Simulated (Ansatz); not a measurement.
**Pt: response to strain**

Base system: Pt in the fcc (Cu type) structure (space group Fm-3m, No. 225; relaxed with 0.1 eV smearing).

```xyz
1
Lattice="0.0000 1.9708 1.9708 1.9708 0.0000 1.9708 1.9708 1.9708 0.0000" Properties=species:S:1:pos:R:3 pbc="T T T"
Pt     0.0000     0.0000     0.0000
```

Cartesian axes are those of the cell as printed.

Strains are applied to the cell and any free atomic positions relax; under biaxial strain the out-of-plane vector relaxes too.

Method: r2SCAN (Ansatz, a first-principles code), spin-orbit coupling left out, earlier PAW set.

```json
[
 {"biaxial strain, plane normal [001], relaxed out of plane (%)": "-2.51", "out-of-plane strain (%)": "3.58"},
 {"biaxial strain, plane normal [001], relaxed out of plane (%)": "-2.05", "out-of-plane strain (%)": "2.92"},
 {"biaxial strain, plane normal [001], relaxed out of plane (%)": "-1.74", "out-of-plane strain (%)": "?"},
 {"biaxial strain, plane normal [001], relaxed out of plane (%)": "-1.46", "out-of-plane strain (%)": "2.08"},
 {"biaxial strain, plane normal [001], relaxed out of plane (%)": "0", "out-of-plane strain (%)": "0.00"}
]
```

Q: Fit ε⊥ = −νε + γε² (strains in %) to the rows shown and predict the withheld row.

A: Least squares on the printed values gives ν = 1.42 (the biaxial Poisson response) and γ = 0.002 (largest residual 0.00 %); this predicts 2.48 %, and the run gives 2.48 %, in agreement.

Stability against distortions was not tested. All final runs are without spin polarisation.
